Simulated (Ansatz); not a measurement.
AlBN2 (model structure, started from the BeSiN2 type, I-42d, No. 122, 8 atoms in the cell), treated with PBE in Ansatz (plane waves, PAW).

Numerical settings: plane-wave cutoff 520 eV, 12×12×12 k mesh, Fermi–Dirac smearing 0.01 eV, scalar-relativistic PAW data made under PBE.

The cell is the one relaxed with PBEsol. Conventional cell: a = 4.0878 Å, b = 4.0878 Å, c = 7.6176 Å, α = 90.00°, β = 90.00°, γ = 90.00°.

```yaml
crystal:
  lattice:
    - [-2.04392, 2.04392, 3.80878]
    - [2.04392, -2.04392, 3.80878]
    - [2.04392, 2.04392, -3.80878]
  atoms:
    - { symbol: Al, position: [0.00000, 0.00000, 0.00000] }
    - { symbol: Al, position: [0.75000, 0.25000, 0.50000] }
    - { symbol: B, position: [0.50000, 0.50000, 0.00000] }
    - { symbol: B, position: [0.25000, 0.75000, 0.50000] }
    - { symbol: N, position: [0.37500, 0.43186, 0.55686] }
    - { symbol: N, position: [0.56814, 0.12500, 0.94314] }
    - { symbol: N, position: [0.87500, 0.81814, 0.44314] }
    - { symbol: N, position: [0.18186, 0.62500, 0.05686] }
```

Task: List the 22 lowest band energies at Γ above −25 eV (eV, relative to the valence band maximum), grouping those that round alike.

Result: At Γ: -17.59, -13.32 (×2), -13.31, -8.07, -5.59, -5.52 (×2), -5.44, -4.92, -4.46, -2.58 (×2), -0.10 (×2), 0.00, 2.84, 5.72, 7.64 (×2), 8.08, 9.41.

Note: the relaxation could raise the start's symmetry but not lower it, so the cell can be a saddle point; cell and atoms aren't relaxed at this level (pressure 4.6 GPa).

A model structure was made by putting elements into a prototype or built by hand; it is no filed structure, need not be a known phase, and can be a saddle point held by its symmetry.

Ansatz is a first-principles code.
